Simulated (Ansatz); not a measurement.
Here is the system:

End structure of a constructed model of the (100) surface of fcc Pd, a layer of Mg in place of the second plane (bottom of the slab: a bare face, its two planes held):

```xyz
6
Lattice="2.7886 0.0000 0.0000 0.0000 2.7886 0.0000 0.0000 0.0000 26.0000" Properties=species:S:1:pos:R:3 pbc="T T T"
Pd     1.3943     1.3943     8.0584
Pd     0.0000     0.0000    10.0302
Pd     1.3943     1.3943    12.0125
Pd     0.0000     0.0000    14.0293
Mg     1.3943     1.3943    15.9447
Pd     0.0000     0.0000    17.7980
```

Model: 6-atom slab, 9.9 Å thick at the start (thin: gaps and levels are the slab's own), 13x13x1 mesh, Fermi-Dirac 0.1 eV, dipole correction, 2 atoms held, the rest relaxed; start symmetry kept, larger cells not searched; no spin, no spin-orbit, no U. It is one candidate, not shown to be the stable structure of the face.

### Question
Give the work function of the top face at the level Ansatz (a quantum-chemistry and plane-wave program) with PBE.

### Answer
4.81 eV
